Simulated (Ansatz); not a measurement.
Ansatz (a quantum-chemistry and plane-wave program) run on V3Cr3Si2 (R32, 8 atoms in the cell): self-consistent single point.

Method: PBEsol-D3BJ-ATM, default PAW files made with PBE (plane waves; Ansatz).

```xyz
8
Lattice="3.2327 1.8664 2.6421 -3.2327 1.8664 2.6421 0.0000 -3.7328 2.6421" Properties=species:S:1:pos:R:3 pbc="T T T"
V      1.6147     1.8664     2.6421
V     -2.4237     0.4651     2.6421
V      0.8090    -2.3315     2.6421
Cr     1.6149     0.0000     3.9631
Cr    -0.8074     1.3985     3.9631
Cr    -0.8074    -1.3985     3.9631
Si     0.0000     0.0000     1.9881
Si     0.0000     0.0000     5.9381
```

Reference input (self-consistent single point, DFT, PBEsol, plane waves, default PAW files made with PBE): kpoints.mp_grid.grid = 6 6 6; hamiltonian.xc = pbesol; hamiltonian.pseudopotentials = {kind: paw} (the program's default PAW files); scf.occupations.method = fermi_dirac; scf.occupations.width = 0.1 eV. This run's input differs from it in these lines:

```diff
@@ -18,2 +18,3 @@
   xc: pbesol
+  dispersion: d3bjatm
   pseudopotentials: { kind: paw }
```

Log, with long lists cut:

```
SCF iter   1: F=—  HF=-19954.479086 eV  |F-HF|=—  |Δ(HF+E_count)|=         —  Δρ=1.29e-2  dr2=1.43e-1  ethr=1.77e-3  ⟨swp⟩=6.2  Hψ=6061  notcnv=0
all-band conjugate gradients solve this SCF's bands
preconditioner: auto → Kerker (q_TF=auto, 2.696 Å⁻¹)
SCF iter   2: F=—  HF=-19954.457506 eV  |F-HF|=—  |Δ(HF+E_count)|=   2.16e-2  Δρ=4.11e-3  dr2=1.68e-2  ethr=1.61e-4  ⟨swp⟩=2.2  Hψ=2836  notcnv=0
SCF iter   3: F=—  HF=-19954.455118 eV  |F-HF|=—  |Δ(HF+E_count)|=   2.39e-3  Δρ=1.21e-3  dr2=1.62e-3  ethr=1.89e-5  ⟨swp⟩=1.8  Hψ=1985  notcnv=0
SCF iter   4: F=—  HF=-19954.454705 eV  |F-HF|=—  |Δ(HF+E_count)|=   4.14e-4  Δρ=2.56e-4  dr2=9.38e-5  ethr=1.82e-6  ⟨swp⟩=2.0  Hψ=2378  notcnv=0
SCF iter   5: F=—  HF=-19954.454818 eV  |F-HF|=—  |Δ(HF+E_count)|=   1.14e-4  Δρ=6.74e-5  dr2=4.16e-6  ethr=1.05e-7  ⟨swp⟩=2.0  Hψ=2387  notcnv=0
SCF iter   6: F=—  HF=-19954.454818 eV  |F-HF|=—  |Δ(HF+E_count)|=   2.39e-7  Δρ=2.14e-5  dr2=4.58e-7  ethr=4.67e-9  ⟨swp⟩=2.0  Hψ=2306  notcnv=0
SCF iter   7: F=-19954.454818 eV  HF=-19954.454818 eV  |F-HF|=3.28e-8  |Δ(HF+E_count)|=   1.28e-8  Δρ=6.07e-6  dr2=3.80e-8  ethr=1.12e-10  ⟨swp⟩=5.7  Hψ=5850  notcnv=0
SCF 1 converged in 7 iterations: F = -19954.454818 eV  dr2 = 3.80e-8
Free energy (F): -19954.454818 eV
Internal energy: -19954.312751 eV  (E = F + TS)
E sigma→0 (E₀):  -19954.383784 eV
Entropy (-TS):   -0.142067 eV (-17.758 meV/atom)
Fermi energy:    17.132653 eV
--- Forces (eV/Å), atoms counted from 1 ---
  atom   1  V      0.00306731     0.00000000     0.00000000
  atom   2  V     -0.00153365     0.00265637    -0.00000000
  atom   3  V     -0.00153365    -0.00265637     0.00000000
  atom   4  Cr     0.00669863    -0.00000000    -0.00000000
  atom   5  Cr    -0.00334932     0.00580119    -0.00000000
  atom   6  Cr    -0.00334932    -0.00580119     0.00000000
  atom   7  Si     0.00000000     0.00000000     0.01876068
  atom   8  Si     0.00000000    -0.00000000    -0.01876068
--- Stress (GPa, compression-positive) ---
       -9.116059       0.000000       0.000000
        0.000000      -9.116059      -0.000000
        0.000000      -0.000000      -9.122915
  P = ⅓ Tr σ = -9.1183 GPa (-91.183 kbar)
  The stress holds the Pulay correction. Without it, at fixed plane waves, as pw.x and ABINIT print it: P = -9.1982 GPa
```

The run converged in 7 iterations. Against the reference run the pressure goes from -3.48 to -9.12 GPa and the largest force stays at 0.019 eV/Å.

The starting cell comes from a database of computed structures (which also holds hypothetical and non-ambient phases and stackings), without a prior relaxation at this level. Spin polarisation is off. With a pressure of about -9 GPa the cell is away from its equilibrium volume at this level. Ansatz's pressure includes its estimate of the finite-basis (Pulay) stress.

Keys are those of Ansatz 0.2.
